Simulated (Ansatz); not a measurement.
Electronic density of states of amorphous As48, density 5.63 g/cm³, on a 2×2×2 Γ-centred mesh with a Gaussian width of 0.1 eV; energies count from the Fermi level. Cell and mesh are small, so fine structure isn't converged. These are PBE-D3(BJ), scalar-relativistic without spin-orbit coupling (plane waves to 420 eV, PAW; Ansatz, an electronic-structure program) values and carry that method's errors. Sampling: a 2×2×2 Γ-centred mesh; Fermi-Dirac width 0.05 eV; no spin polarisation. The levels at the Fermi energy are partly filled. A closed spacing in one fast-quenched cell at PBE doesn't show the material to be a metal.

A CHGNet melt-quench gave the starting glass, which DFT then relaxed. The hot cell started wider than the set density and was brought back towards it in steps. It is the lowest in DFT energy of 3 quenches. It is a model cell: composition and starting density were chosen by hand, and all elements were melted together. The geometry includes D3(BJ) dispersion. Its density started from a set value of 4.61 and ended at 5.63 g/cm³. Cooling (nominally 53 K/ps over its main leg) ran many orders faster than in experiment, which tends to leave more defects and strain. A cell of this size samples the disorder only roughly. Volume and shape were free in the relaxation. Stress components on the final sampling reach 1.1 GPa. On a 2×2×2 Γ-centred mesh force components of up to 0.51 eV/Å stay, since the relaxation ran on one k-point at (1/4, 1/4, 1/4).

(E - EF (eV), states/(eV atom)): (-12.00, 0.32); (-11.90, 0.43); (-11.80, 0.36); (-11.70, 0.31); (-11.60, 0.30); (-11.50, 0.29); (-11.40, 0.35); (-11.30, 0.36); (-11.20, 0.31); (-11.10, 0.30); (-11.00, 0.33); (-10.90, 0.32); (-10.80, 0.34); (-10.70, 0.34); (-10.60, 0.33); (-10.50, 0.30); (-10.40, 0.26); (-10.30, 0.29); (-10.20, 0.30); (-10.10, 0.30); (-10.00, 0.30); (-9.90, 0.32); (-9.80, 0.32); (-9.70, 0.34); (-9.60, 0.28); (-9.50, 0.27); (-9.40, 0.26); (-9.30, 0.23); (-9.20, 0.25); (-9.10, 0.28); (-9.00, 0.33); (-8.90, 0.36); (-8.80, 0.31); (-8.70, 0.28); (-8.60, 0.27); (-8.50, 0.26); (-8.40, 0.24); (-8.30, 0.22); (-8.20, 0.22); (-8.10, 0.27); (-8.00, 0.27); (-7.90, 0.26); (-7.80, 0.23); (-7.70, 0.14); (-7.60, 0.13); (-7.50, 0.13); (-7.40, 0.06); (-7.30, 0.01); (-7.20, 0.00); (-7.10, 0.00); (-7.00, 0.00); (-6.90, 0.00); (-6.80, 0.00); (-6.70, 0.00); (-6.60, 0.00); (-6.50, 0.00); (-6.40, 0.00); (-6.30, 0.00); (-6.20, 0.00); (-6.10, 0.03); (-6.00, 0.16); (-5.90, 0.26); (-5.80, 0.24); (-5.70, 0.29); (-5.60, 0.35); (-5.50, 0.38); (-5.40, 0.42); (-5.30, 0.51); (-5.20, 0.51); (-5.10, 0.44); (-5.00, 0.47); (-4.90, 0.50); (-4.80, 0.50); (-4.70, 0.51); (-4.60, 0.55); (-4.50, 0.55); (-4.40, 0.54); (-4.30, 0.51); (-4.20, 0.53); (-4.10, 0.57); (-4.00, 0.55); (-3.90, 0.54); (-3.80, 0.54); (-3.70, 0.58); (-3.60, 0.60); (-3.50, 0.53); (-3.40, 0.57); (-3.30, 0.57); (-3.20, 0.58); (-3.10, 0.60); (-3.00, 0.57); (-2.90, 0.56); (-2.80, 0.57); (-2.70, 0.55); (-2.60, 0.55); (-2.50, 0.58); (-2.40, 0.57); (-2.30, 0.60); (-2.20, 0.64); (-2.10, 0.61); (-2.00, 0.56); (-1.90, 0.62); (-1.80, 0.65); (-1.70, 0.68); (-1.60, 0.63); (-1.50, 0.60); (-1.40, 0.62); (-1.30, 0.52); (-1.20, 0.47); (-1.10, 0.48); (-1.00, 0.53); (-0.90, 0.48); (-0.80, 0.42); (-0.70, 0.40); (-0.60, 0.34); (-0.50, 0.33); (-0.40, 0.32); (-0.30, 0.33); (-0.20, 0.31); (-0.10, 0.29); (0.00, 0.29); (0.10, 0.31); (0.20, 0.26); (0.30, 0.27); (0.40, 0.35); (0.50, 0.40); (0.60, 0.43); (0.70, 0.40); (0.80, 0.43); (0.90, 0.47); (1.00, 0.52); (1.10, 0.53); (1.20, 0.47); (1.30, 0.46); (1.40, 0.50); (1.50, 0.53); (1.60, 0.60); (1.70, 0.63); (1.80, 0.58); (1.90, 0.56); (2.00, 0.62); (2.10, 0.64); (2.20, 0.70); (2.30, 0.63); (2.40, 0.49); (2.50, 0.55); (2.60, 0.61); (2.70, 0.71); (2.80, 0.66); (2.90, 0.64); (3.00, 0.57); (3.10, 0.64); (3.20, 0.69); (3.30, 0.67); (3.40, 0.66); (3.50, 0.64); (3.60, 0.65); (3.70, 0.62); (3.80, 0.58); (3.90, 0.61)
